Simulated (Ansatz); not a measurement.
AlAs (F-43m), HSE06, rigid bands run with Ansatz (a program for electronic structure): N_c = 1.60e19 cm⁻³ at 300 K and an electron conductivity mass of 0.320 mₑ.

Question: For 1e17 electrons per cm³ at 300 K, place the Fermi level, estimate the Seebeck coefficient of a parabolic band with constant τ, and give mobility and conductivity for τ = 5 fs.

Answer: The level lies k_BT ln(N_c/n) = 0.131 eV below the conduction-band minimum. S ≈ −(k_B/e)[ln(N_c/n) + 5/2] = -653 μV/K, against -652 μV/K from the full bands (mean over directions). μ = eτ/m = 27.5 cm²/(V·s) and σ = neμ = 0.440 S/cm. τ is assumed, not computed.

Band transport and this doping are assumed; polarons and phonon drag are left out. Spin-orbit coupling is left out. Geometry: cell and atoms relaxed with PBEsol.
